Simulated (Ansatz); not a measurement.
The reference is TlBr in the zinc blende structure (space group F-43m, No. 216; a = 7.504 Å; a hypothetical phase, not in the database extracts checked).

(Cell as relaxed with PBE.)

Levels (all Ansatz, an electronic-structure program, PAW, earlier PAW set): PBE (420 eV, spin-orbit coupling left out); PBEsol (420 eV, no spin-orbit coupling).

Each level relaxes its own structure.

| base | PBE | PBEsol |
|---|---|---|
| volume per atom | 52.81 Å³ | 48.84 Å³ |
| lattice parameter a | 750.4 pm | 731.1 pm |
| band gap | 2.96 eV | 2.77 eV |

Modification: full substitution Tl → B; the structure is relaxed again.

```json
[
 {"quantity": "band gap", "PBE": "0.82 eV", "PBEsol": "…"},
 {"quantity": "gap character", "PBE": "indirect, W → X", "PBEsol": "…"},
 {"quantity": "volume per atom", "PBE": "28.04 Å³", "PBEsol": "…"}
]
```

Problem. Predict the PBEsol column.

Solution. 
- band gap, PBEsol: 0.43 eV
- gap character, PBEsol: indirect, W → X
- volume per atom, PBEsol: 26.17 Å³

PBE's band gap lies 0.39 eV above PBEsol's; PBE's volume per atom lies 1.87 Å³ above PBEsol's (7.1 %); the two agree on the gap character. Neither level is exact; PBEsol is the comparison here, not a measurement.

Spin-orbit coupling, missing from the scalar runs, can matter with Tl. Stability against distortions was not tested. As relaxed here, BBr is a hypothetical phase, not in the database extracts checked.
